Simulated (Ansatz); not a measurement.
## BaO, pressure series

The parent structure is BaO in the rock salt structure (space group Fm-3m, No. 225).

```xyz
2
Lattice="0.0000 2.7868 2.7868 2.7868 0.0000 2.7868 2.7868 2.7868 0.0000" Properties=species:S:1:pos:R:3 pbc="T T T"
Ba     0.0000     0.0000     0.0000
O      2.7868     2.7868     2.7868
```

Cell and atoms are relaxed at each pressure.

Calculations: PBE, PAW, 420 eV (Ansatz, an electronic-structure program; no spin-orbit coupling).

```json
[
 {"variant": "base", "band gap": "2.10 eV", "lattice parameter a": "5.574 Å"},
 {"variant": "pressure 3 GPa", "band gap": "1.97 eV", "lattice parameter a": "5.501 Å"},
 {"variant": "pressure 15 GPa", "band gap": "1.49 eV", "lattice parameter a": "?"},
 {"variant": "pressure 30 GPa", "band gap": "0.96 eV", "lattice parameter a": "?"},
 {"variant": "pressure 50 GPa", "band gap": "?", "lattice parameter a": "4.982 Å"},
 {"variant": "pressure 75 GPa", "band gap": "zero", "lattice parameter a": "4.842 Å"},
 {"variant": "pressure 100 GPa", "band gap": "zero", "lattice parameter a": "?"}
]
```

Task: What belongs in the blanks?

Result: 
- pressure 15 GPa, lattice parameter a: 5.297 Å
- pressure 30 GPa, lattice parameter a: 5.133 Å
- pressure 50 GPa, band gap: 0.35 eV
- pressure 100 GPa, lattice parameter a: 4.727 Å

The mesh was chosen for an insulator and is coarse for the gapless case. Load acts through the strain it causes; cell and atoms are relaxed under it. No phonon test of stability was made. Competing high-pressure phases were not computed. The final runs are not spin-polarised. The zero or small gap of BaO under pressure 75 GPa and BaO under pressure 100 GPa can change with the level of theory.
